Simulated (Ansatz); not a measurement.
Base system: GaSb in the zinc blende structure (space group F-43m, No. 216; a = 6.132 Å). Axes: x, y, z lie along the cube axes.

Computed with Kohn–Sham DFT with the r2SCAN functional, run in Ansatz (a first-principles code) with PAW and 500 eV plane waves, scalar-relativistic without spin-orbit coupling.

Base values:

| Quantity | Result |
|---|---|
| Pressure | 0.01 GPa |

Now apply this change: uniaxial strain ε_zz = +2.50 %, all other strain components held at zero; the atoms relax in the strained cell.

Q: What does the calculation give for the pressure and energy relative to the base after the change?

A: The pressure (mean of the normal stresses, compression positive) shrinks by 1.24 GPa to -1.23 GPa; the energy increases by 4.7 meV/atom.

Stability against distortions was not tested.
